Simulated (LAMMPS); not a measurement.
Consider CdSe (zinc blende), solid and liquid side by side in a cell of 3400 atoms at 0 GPa in molecular dynamics.

Computed with classical MD, pair style sw, file CdTeZnSeHgS0.sw (LAMMPS).

- melting point: 2140 ± 43 K
- limit of superheating of the perfect crystal: 2800 K
- cost: around 17 core-minutes (rough)

Potential: file CdTeZnSeHgS0.sw of the LAMMPS distribution; its header cites Zhou, Ward, Martin, van Swol, Cruz-Campa, and D. Zubia, Phys. Rev. B, 88, 085309 (2013).

Caution: in nature this polymorph isn't the stable one over the whole range of temperature at this pressure, and short runs keep a crystal in its starting form. Caution: the error of the potential's melting point is set to 2 % at least, a picked allowance for cell size and run length.
